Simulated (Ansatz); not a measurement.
An Ansatz (an electronic-structure program) run: Ge with a change (isotropic strain −2.00 %); LDA (Ansatz; PAW; 420 eV plane waves; scalar-relativistic without spin-orbit coupling).

Input:

Ansatz 0.2 input:
```yaml
crystal:
  lattice:
    - [0, 2.7548707143, 2.7548707143]
    - [2.7548707143, 0, 2.7548707143]
    - [2.7548707143, 2.7548707143, 0]
  atoms:
    - { symbol: Ge, position: [0, 0, 0] }
    - { symbol: Ge, position: [0.25, 0.25, 0.25] }
basis: { ecutwfc: 420, ecutrho_ratio: 4, xc_grid: 2, fft_grid_basis: typed }
kpoints: { mp_grid: { grid: [14, 14, 14] } }
hamiltonian:
  xc: lda
  dispersion: none
  pseudopotentials: { kind: paw }
scf: { occupations: { method: fermi_dirac, width: 0.05 }, convergence: { dr2_threshold: 0.0000000002 } }
relax: { f_tol: 0.005, max_steps: 50 }
output: { forces: true, stress: true }
checkpoint: { write: state.ck, write_every: 1000 }
```

Output:

```
Relaxation: its limit of steps is 50 (relax.max_steps)
WARN ansatz: RAYON_NUM_THREADS=1 ignored (pool sized by the plan → 1); use --threads N
Pseudopotentials: kind: paw
Pseudopotential: Ge, paw, valence charge 14
Functional definition: SPW92
Crystal: 2 atoms, lattice volume = 41.815 Å³
Basis set: ecut = 420 eV, 869 PW (Γ), exchange–correlation on 54×54×54 points (8 copies of the dense FFT grid, shifted against one another)
Bands: 18, of which v1, the nominal top of the filled ones, is band 14 counted from 1 (13 counted from 0)
Symmetry: 48 space group operations
Space group: Fd-3m (ITA 227), of the structure as read, at distance tolerance 3.5e-5 Å
k-points: 104 of 2744
PAW frozen core: Ge, regenerated for the run's functional, and the local potential with it
Initial density: superposition of atomic densities (neutral atoms: chi_scale 0, normalization atom), corrected by the library's trained network
Initial wavefunctions: pseudopotential atomic-orbital guess
Eigensolver: davidson
Functional: x = slater, c = lda
SCF iter   1: F=—  HF=-8431.403951 eV  |F-HF|=—  |Δ(HF+E_count)|=         —  Δρ=4.85e-3  dr2=3.81e-3  ethr=1.77e-3  ⟨swp⟩=6.0  Hψ=9017  notcnv=0
all-band conjugate gradients solve this SCF's bands
preconditioner: auto → none
SCF iter   2: F=—  HF=-8431.401784 eV  |F-HF|=—  |Δ(HF+E_count)|=   2.17e-3  Δρ=2.48e-3  dr2=8.45e-4  ethr=1.36e-5  ⟨swp⟩=1.1  Hψ=2743  notcnv=0
SCF iter   3: F=—  HF=-8431.401676 eV  |F-HF|=—  |Δ(HF+E_count)|=   1.08e-4  Δρ=4.62e-4  dr2=5.05e-5  ethr=3.02e-6  ⟨swp⟩=2.0  Hψ=2912  notcnv=0
SCF iter   4: F=—  HF=-8431.401602 eV  |F-HF|=—  |Δ(HF+E_count)|=   7.40e-5  Δρ=8.36e-5  dr2=2.22e-6  ethr=1.80e-7  ⟨swp⟩=2.0  Hψ=3328  notcnv=0
SCF iter   5: F=—  HF=-8431.401601 eV  |F-HF|=—  |Δ(HF+E_count)|=   1.01e-6  Δρ=2.33e-5  dr2=9.60e-8  ethr=7.94e-9  ⟨swp⟩=2.0  Hψ=3040  notcnv=0
SCF iter   6: F=—  HF=-8431.401601 eV  |F-HF|=—  |Δ(HF+E_count)|=   1.03e-7  Δρ=3.55e-6  dr2=2.63e-9  ethr=3.43e-10  ⟨swp⟩=2.0  Hψ=3330  notcnv=0
SCF iter   7: F=-8431.401601 eV  HF=-8431.401601 eV  |F-HF|=5.46e-11  |Δ(HF+E_count)|=   2.24e-9  Δρ=4.31e-7  dr2=3.00e-11  ethr=1.00e-12  ⟨swp⟩=4.0  Hψ=6665  notcnv=0
SCF 1 converged in 7 iterations: F = -8431.401601 eV  dr2 = 3.00e-11
relax step   1: F+E_penalty+E_count = -8431.40160128 eV  Δ(F+E_penalty+E_count) = +0.000e0 eV  max|allowed force component| = 9.252e-18 eV/Å  Δτ_max = 0.0000 Å  (7 SCF iters, accepted)
the relaxation is at rest under the 48 symmetry operations that the run kept from its start: a minimum is not shown …
SCF converged after 7 iterations
Free energy (F): -8431.401601 eV
Harris-Foulkes:  -8431.401601 eV  (|F-HF|=5.46e-11)
Internal energy: -8431.401480 eV  (E = F + TS)
E sigma→0 (E₀):  -8431.401540 eV
Entropy (-TS):   -0.000122 eV (-0.061 meV/atom)
Fermi energy:    9.488676 eV
--- Per-component energies (eV) ---
  E_band       = -283.512392
  E_kinetic    = 226.422622
  E_local      = -4836.185884  (includes V_loc(G=0)·N_el)
  E_nonlocal   = 844.449250
  E_hartree    = 2124.594289
  E_xc         = -151.800275
  E_vxc        = -132.057803  (∫ρ·V_xc dr)
  E_paw        = -3883.345187  (= ΣΔE_a)
  E_vpaw       = -635.330186  (= ΣTr[D̂ρ^β])
  E_aug_tail   = 0.000588  (compensation charges beyond the density's cutoff)
  E_ewald      = -2759.353536
  E_core_change = 3.816652  (= ΣΔE_core)
  E_smearing   = -0.000122  (= −TS)
  E_closure    = -0.000000  (closes the sum)
  Σ components = -8431.401601   (vs F -8431.401601, Δ=0.00e0)
  [band-id]    e_kinetic+e_local+e_nonlocal+2·e_hartree+e_vxc+e_vpaw+e_augmentation_tail = -283.512835   (vs E_band -283.512392, Δ=-4.43e-4)
--- Forces (eV/Å), atoms counted from 1 ---
  atom   1  Ge     0.00000000    -0.00000000    -0.00000000
  atom   2  Ge    -0.00000000    -0.00000000    -0.00000000
  max |Σ_I F_I| component: 1.16e-17 eV/Å
--- Stress (GPa, compression-positive) ---
        5.031795       0.000000      -0.000000
       -0.000000       5.031795       0.000000
        0.000000       0.000000       5.031795
  P = ⅓ Tr σ = 5.0318 GPa (50.318 kbar)
  The stress holds the Pulay correction. Without it, at fixed plane waves, as pw.x and ABINIT print it: P = 5.0011 GPa
  The stress includes an estimate of the error left by incomplete SCF convergence (largest component 0.0001 GPa).
--- Band table ---
  band table: none
--- Relaxed structure (1 steps of the walk, 1 accepted, 0 SCFs on fresh bases) ---
  F+E_penalty+E_count = -8431.40160128 eV   max|allowed force component| = 9.252e-18 eV/Å
  atoms:
    - { symbol: Ge, position: [0.0, 0.0, 0.0] }
    - { symbol: Ge, position: [0.25, 0.25, 0.25] }
```

Stability against distortions was not tested. The cell was made from Ge in the diamond structure (space group Fd-3m, No. 227) by this change: isotropic strain −2.00 %.
